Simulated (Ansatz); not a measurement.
The work function (top / bottom face where they differ) in a series of structures.

Cell A: a sheet of composition Al2, 2 atoms, hexagonal cell of 4.47 Å (17.3 Å²), symmetry P6/mmm, 0.0 Å thick under 16 Å of vacuum, in-plane vectors relaxed; planes from bottom to top: Al2, all atoms in one plane; a model cell; spin state with PBE: run without spin, k-point mesh 18×18×1.
```yaml
crystal:
  lattice:
    - [4.47278, 0.00000, 0.00000]
    - [-2.23639, 3.87354, 0.00000]
    - [0.00000, 0.00000, 16.00000]
  atoms:
    - { symbol: Al, position: [0.33333, 0.66667, 0.50000] }
    - { symbol: Al, position: [0.66667, 0.33333, 0.50000] }
```

Cell B: a sheet of composition Al3, 3 atoms, hexagonal cell of 5.24 Å (23.8 Å²), symmetry P6/mmm, 0.0 Å thick under 16 Å of vacuum, in-plane vectors relaxed; planes from bottom to top: Al3, all atoms in one plane; a model cell; spin state with PBE: run without spin, k-point mesh 18×18×1.
```
Al
1.0
    5.24157     0.00000     0.00000
   -2.62079     4.53933     0.00000
    0.00000     0.00000    16.00000
Al
3
Direct
  0.50000   0.00000   0.50000
  0.00000   0.50000   0.50000
  0.50000   0.50000   0.50000
```

Cell C: a sheet of composition Al, 1 atom, square cell of 2.64 Å (7.0 Å²), symmetry P4/mmm, 0.0 Å thick under 16 Å of vacuum, in-plane vectors relaxed; planes from bottom to top: Al; a model cell; spin state with PBE: run without spin, k-point mesh 22×22×1.
```
CELL_PARAMETERS angstrom
      2.63860     0.00000     0.00000
      0.00000     2.63860     0.00000
      0.00000     0.00000    16.00000
ATOMIC_POSITIONS crystal
  Al 0.00000 0.00000 0.50000
```

Computed with Ansatz (plane waves, PAW), its default PAW set, cutoff 420 eV. The structures are at rest with PBE. Neutral cells; Fermi-Dirac smearing of at most 0.10 eV in the solids, energies taken to zero width. A dispersion term ran beside these levels; it doesn't touch the electrons. Vacuum level less Fermi level; the slabs are metallic.

Task: Give the work function (top / bottom face where they differ) (eV) at the level PBE, cell by cell.

Result: 
```json
[
 {"system": "A", "PBE": "4.23"},
 {"system": "B", "PBE": "4.57"},
 {"system": "C", "PBE": "4.38"}
]
```

With PBE the top face's value is lowest for A and highest for B.

Ansatz is an electronic-structure program.
